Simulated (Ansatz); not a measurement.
```xyz
2
Lattice="0.0000 2.7102 2.7102 2.7102 0.0000 2.7102 2.7102 2.7102 0.0000" Properties=species:S:1:pos:R:3 pbc="T T T"
Mg     0.0000     0.0000     0.0000
Se     2.7102     2.7102     2.7102
```

The numbers are results of r2SCAN with spin-orbit coupling, rigid bands (plane waves, PAW; Ansatz, a first-principles code), not measurements. Condition of this run: hydrostatic pressure 2 GPa (the target of the relaxation). Geometry: cell and atoms relaxed with r2SCAN, then loaded as said.

Predict the electron conductivity mass (n e² τ/σ) at 300 K, by direction if it differs.

0.31 mₑ.

What conductivity effective mass do dilute holes have at 300 K?

0.94 mₑ.

And the band gap?

2.39 eV at this level; semilocal functionals usually fall short of the measured gap.

Rigid bands, one relaxation time for all states, no polarons.
